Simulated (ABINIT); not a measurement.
Equation of state of Cu3Au-type Pt3Ti (space group 221): energy against volume (ABINIT, LDA)

```
Pt3Ti
1.0
    3.76754     0.00000     0.00000
    0.00000     3.76754     0.00000
    0.00000     0.00000     3.76754
Ti Pt
1 3
Direct
  0.00000   0.00000   0.00000
  0.00000   0.50000   0.50000
  0.50000   0.00000   0.50000
  0.50000   0.50000   0.00000
```

Level of theory: LDA (PW92), norm-conserving pseudopotentials (PseudoDojo nc-sr-04 LDA standard) (plane waves; ABINIT). Settings: pseudos = [Ti.upf, Pt.upf]; ecut = 1497 eV; occopt = 3; tsmear = 0.00183747 Ha; ngkpt = 9 9 9; nshiftk = 1; shiftk = 0 0 0; potentials = PseudoDojo nc-sr-04 LDA standard; nband = 42; kptopt = 1; nstep = 80; toldfe = 1e-09 Ha. The cell above is the first row's. The rows scale it uniformly. In all rows fractional positions and the k mesh are held. E is the free energy at the stated smearing, counted from the lowest row.

| V (Å^3/atom) | E (meV/atom) |
|---|---|
| 13.3694 | ? |
| 13.6601 | 49.12 |
| 13.9507 | 20.25 |
| 14.2414 | 4.36 |
| 14.5320 | 0.00 |
| 14.8226 | 5.86 |
| 15.1133 | 20.79 |
| 15.4039 | 43.75 |
| 15.6946 | 73.83 |

Fit E of the 8 rows that show it with the third-order Birch-Murnaghan form, a cubic in V^(-2/3). With u = V^(-2/3) - 0.167, the rows have u = 0.007997, 0.005558, 0.003202, 0.000925, -0.001277, -0.003409, -0.005473, -0.007473. Least squares gives E = 1.268 - 2307.92·u + 1012911·u² + 2996644·u³. Residuals (row less fit): -0.002, 0.005, -0.002, -0.002, -0.001, 0.002, 0.002, -0.001; standard error 0.003 (degrees of freedom: 4). Its minimum lies at u = 0.001134, so V0 = (0.168134)^(-3/2) = 14.51. There d²E/du² = 2046000 and d³E/du³ = 1.798e7, so B0 = (4/9) × 14.51^(-7/3) × 2046000 × 0.160218 = 284 GPa (the last factor turns the table's units into GPa), and B0' = 4 + (2/3) × 0.168134 × (1.798e7)/2046000 = 5.0. The program's pressures in the fitted runs (not shown) pass through zero at V = 14.50, 0.00 % from this V0.

Predict the withheld E at V = 13.3694 from the fit, and compare with the calculation.

u = 0.010525, so E = 1.268 - 2307.92 × 0.010525 + 1012911 × 0.010525² + 2996644 × 0.010525³ = 92.677 meV/atom. The calculation gives 92.62 meV/atom, 0.057 meV/atom below the prediction (0.1 % of the range of E in the table). The row lies outside the fitted rows, so this is an extrapolation. From the scatter of the fitted rows alone, a prediction at this place has a standard error of 0.009 meV/atom, so the miss is 6.1 times that.

Carrying the step between the two nearest rows on in a straight line would have given 78.00, off by 14.62; series whose last step already gives the withheld value aren't shown. The scan was laid around a cell of about the measured size, scaled by a guess for this functional. The runs keep the symmetry of the cell, so they don't test it for distortions. Spin polarisation is off. Spin-orbit coupling is off. Cutoffs and mesh are single choices, not tested for convergence of this quantity. Series with a scatter that would blur these digits, or in which a gap closes, are not shown. Nor are scans whose minimum lies at an end fitted in this form.

Terms beyond the fitted order, or numerical noise in single rows, can give a miss of this size; the table doesn't tell which.
